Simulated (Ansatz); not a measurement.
The parent structure is ZrC in the rock salt structure (space group Fm-3m, No. 225; a = 4.669 Å; relaxed with 0.1 eV smearing).

Level of theory: PBEsol (Ansatz, a quantum-chemistry and plane-wave program), scalar-relativistic without spin-orbit coupling.

Before the change:

- Pressure: 0.0 GPa
- Band gap: zero

Now apply this change: every lattice vector is shortened by 3.00 %, atoms relaxed at fixed cell.

Estimate the effect on the pressure.

The pressure goes from zero to 25.9 GPa.

Estimate the effect on the energy relative to the base.

The energy increases by 83 meV/atom.

Estimate the effect on the band gap.

The band gap is still zero.

The cells carry an imposed strain or load. Stability against distortions was not tested. All final runs are without spin polarisation.
